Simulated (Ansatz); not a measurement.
Functionals compared on CH3 on the 1x1 (0001) surface of beta Si3N4 (cut with top plane 4 N + 3 Si), one in a 1x1 cell, started at the site 'hollow Si', in Ansatz (plane waves, PAW). The structure was relaxed with PBE; the other rows are single points on it, each with its references at the same level. Cutoff 420 eV (500 eV for r2SCAN). The points keep PBE's geometry, so the relaxation of a polaron and the settling of charge on one site are left out.

Host crystal: beta Si3N4, with a band gap (PBE, scalar-relativistic without spin-orbit coupling).

Model: 46-atom slab, 7.8 Å thick at the start under the adsorbate (thin: gaps and levels are the slab's own), 3x3x1 mesh, Fermi-Dirac 0.01 eV, dipole correction, 21 atoms held, the rest relaxed; no symmetry held; spin-polarised, ending with about 0.8 μB a cell, a value that depends on the mesh; orders that need a larger cell were not tried, no spin-orbit, no U, no dispersion correction. The slab shows no gap over 0.04 eV on its mesh. At the end it is bonded to Si. In PBE it is, or lies within 0.03 eV of, the lowest of the starts that converged. These notes are the PBE run's. RPBE: The program's check for a lower electronic state was not made. r2SCAN: The program's check for a lower electronic state was not made. Adsorption energies are against CH4(g) − ½ H2(g). A negative adsorption energy means that the adsorbate is more stable on the surface than in its reference.

A dash marks a value that is undefined for that row or was read on another mesh.

```tsv
functional	adsorption energy (eV)	work function of the top face (eV)	rough cost of the single point
PBE	0.13	5.92	–
RPBE	0.27	5.81	around 3 core-minutes (rough)
r2SCAN	0.00	–	roughly 7 core-minutes
```

Ansatz is a program for electronic structure.
